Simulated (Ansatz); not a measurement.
# A computed series for SiO2: response to strain

Consider SiO2 in the rutile structure (space group P4_2/mnm, No. 136; a = 4.155 Å, c = 2.661 Å).

Strains are applied to the cell and any free atomic positions relax.

All numbers come from LDA in Ansatz (plane waves to 420 eV, PAW, scalar-relativistic without spin-orbit coupling).

Notes on the quantities. pressure: mean of the normal stresses, compression positive.

```json
[
 {"case": "base", "electron mass": "0.40 mₑ along c, 0.52 mₑ across (at Γ)", "pressure": "-0.1 kbar", "band gap": "5.81 eV"},
 {"case": "isotropic strain −3.00 %", "electron mass": "0.25 mₑ along c, 0.85 mₑ across (at Γ)", "pressure": "354.7 kbar", "band gap": "6.80 eV"},
 {"case": "isotropic strain −2.40 %", "electron mass": "0.26 mₑ along c, 0.86 mₑ across (at Γ)", "pressure": "271.9 kbar", "band gap": "6.74 eV"},
 {"case": "isotropic strain −1.80 %", "electron mass": "0.26 mₑ along c, 0.87 mₑ across (at Γ)", "pressure": "195.4 kbar", "band gap": "6.68 eV"},
 {"case": "isotropic strain −1.20 %", "electron mass": "0.41 mₑ along c, 0.56 mₑ across (at Γ)", "pressure": "124.8 kbar", "band gap": "6.44 eV"},
 {"case": "isotropic strain −0.60 %", "electron mass": "0.41 mₑ along c, 0.54 mₑ across (at Γ)", "pressure": "59.8 kbar", "band gap": "6.12 eV"}
]
```

Effective masses come from finite differences of ±0.01 Å⁻¹. Whether these cells are dynamically stable was not tested.

Ansatz is a quantum-chemistry and plane-wave program.
